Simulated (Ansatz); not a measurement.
# A short convergence ladder for FeSi (P2_13, 8 atoms in the cell)

```
FeSi
1.0
    4.46755     0.00000     0.00000
    0.00000     4.46755     0.00000
    0.00000     0.00000     4.46755
Fe Si
4 4
Direct
  0.86300   0.63700   0.36300
  0.36300   0.86300   0.63700
  0.13700   0.13700   0.13700
  0.63700   0.36300   0.86300
  0.15700   0.34300   0.65700
  0.65700   0.15700   0.34300
  0.84300   0.84300   0.84300
  0.34300   0.65700   0.15700
```

Base method: PBE (plane waves, PAW; Ansatz, a program for electronic structure).

Base settings: basis.ecutwfc = 30.9 Ry; kpoints.mp_grid.grid = 6 6 6; hamiltonian.xc = pbe; hamiltonian.pseudopotentials = {kind: paw} (the program's default PAW files); scf.occupations.method = fermi_dirac; scf.occupations.width = 0.0037 Ry.

Core times come from one kind of shared machine, to one figure; runs under 30 s give none.

**Zone-centre phonons against the cutoff**

In this ladder: scf.occupations.method = fixed; scf.occupations.width = default; phonons.method = dfpt; phonons.dielectric = true; phonons.rigid_motions = translations.

The mesh stays at the base's, so the ladder's end is converged at best in this setting alone.

Frequencies are those of the unrelaxed cell, without the LO-TO term of polar crystals.

Only quantities that move along the ladder and can be compared are tabulated.

ε∞ and Born charges come from denser meshes that the program picks itself.

| basis.ecutwfc | highest zone-centre frequency (cm⁻¹) | lowest optical frequency (cm⁻¹) | largest Born charge (mean of the diagonal) (e) | mean ε∞ | core time / last (rough) |
|---|---|---|---|---|---|
| 15.4 Ry | 487.8 | 177.5 | 4.195 | 94.270 | 1 |
| 21.7 Ry | 445.8 | 202.4 | 4.387 | 85.533 | 0.5 |
| 26.1 Ry | 451.3 | 203.8 | 4.408 | 84.829 | 0.6 |
| 30.9 Ry | 450.4 | 204.1 | 4.406 | 84.594 | 1 |

Coarsest basis.ecutwfc that holds the mean ε∞ within 0.5 of the last step, with all finer ones: 26.1 Ry; the step before is off by 0.94.

Coarsest basis.ecutwfc that holds the highest zone-centre frequency within 2 cm⁻¹ of the last step, with all finer ones: 26.1 Ry; the step before is off by 4.7 cm⁻¹.

Coarsest basis.ecutwfc that holds the largest Born charge (mean of the diagonal) within 0.02 e of the last step, with all finer ones: 21.7 Ry; the step before is off by 0.21 e.

On the base run: the starting cell has typed, rounded lattice constants, without a prior relaxation at this level. Its lattice was rescaled by up to half a per cent. Spin polarisation is off. In the base run, with a pressure of about -3 GPa the cell is away from its equilibrium volume at this level.

Keys are those of Ansatz 0.2.
